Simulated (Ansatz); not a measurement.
What uniaxial strain ε_zz = −0.75 % does to Ga2O3

Base system: Ga$_{2}$O$_{3}$ in the corundum structure (space group R-3c, No. 167; a = 5.058 Å, c = 13.623 Å (hexagonal axes)). Axes: x lies along a and z along c of the hexagonal cell.

Perturbation: the cell is compressed by 0.75 % along z with no lateral relaxation; the atoms relax in the strained cell.

Method: PBE (Ansatz, a program for electronic structure), scalar-relativistic without spin-orbit coupling. Settings: 8×8×8 k-points, 0.05 eV Fermi–Dirac smearing.

```csv
quantity,base,changed,shift
volume per atom,10.06 Å³,9.98 Å³,-0.08 Å³
space group,R-3c (No. 167),R-3c (No. 167),–
energy relative to the base (free energy F),0 meV/atom,+0.6 meV/atom,+0.6 meV/atom
"pressure (mean of the normal stresses, compression positive)",0.01 GPa,1.41 GPa,+1.40 GPa
band gap,2.40 eV,2.47 eV,+0.07 eV
gap character,"indirect, Γ–S₀ (50 % along) → Γ","indirect, Γ–S₀ (50 % along) → Γ",–
smallest direct gap,2.63 eV,2.71 eV,+0.08 eV
width of the top valence band,0.43 eV,0.45 eV,+0.015 eV
electron mass,0.21 mₑ (at Γ),0.21 mₑ (at Γ),–
"stress (xx, yy, zz, yz, xz, xy; compression positive)",–,"(0.88, 0.88, 2.46, 0.00, 0.00, 0.00) GPa",–
```

Effective masses come from finite differences of ±0.01 Å⁻¹. No phonon test of stability was made.
